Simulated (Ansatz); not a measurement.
# Bi: pressure series

Base system: Bi in the A7 type structure (space group R-3m, No. 166; a = 4.533 Å, c = 11.654 Å (hexagonal axes)).

Cell and atoms are relaxed at each pressure.

Levels (all Ansatz, a first-principles code, PAW): PBE-D3(BJ) (420 eV, no spin-orbit coupling); r2SCAN+rVV10 (500 eV, spin-orbit coupling left out).

The base cell above is that of PBE-D3(BJ); each level relaxes its own structures.

| case | lattice parameter a, PBE-D3(BJ) | lattice parameter a, r2SCAN+rVV10 |
|---|---|---|
| pressure −1 GPa | 4.558 Å | 4.540 Å |
| pressure 0.9 GPa | 4.513 Å | 4.503 Å |
| pressure 2.1 GPa | 4.487 Å | 4.480 Å |
| pressure 4.5 GPa | 4.442 Å | 4.439 Å |
| pressure 9 GPa | 4.371 Å | 4.372 Å |
| pressure 15 GPa | 4.288 Å | 4.303 Å |
| pressure 30 GPa | 3.197 Å | 3.213 Å |

The two levels differ by at most about 0.018 Å. They put the cases in the same order.

Load acts through the strain it causes; cell and atoms are relaxed under it. No phonon test of stability was made. Along this pressure series the structure jumps between pressure 15 GPa and pressure 22.5 GPa; cells beyond that are another form of it. Along this pressure series the structure jumps between pressure 22.5 GPa and pressure 30 GPa; cells beyond that are another form of it. Measured, Bi leaves this structure (for a monoclinic phase) near 2.5 GPa (temperature not stated; as listed in Olga Degtyareva, NATO science for peace and security series. B, Physics and biophysics (2010)).
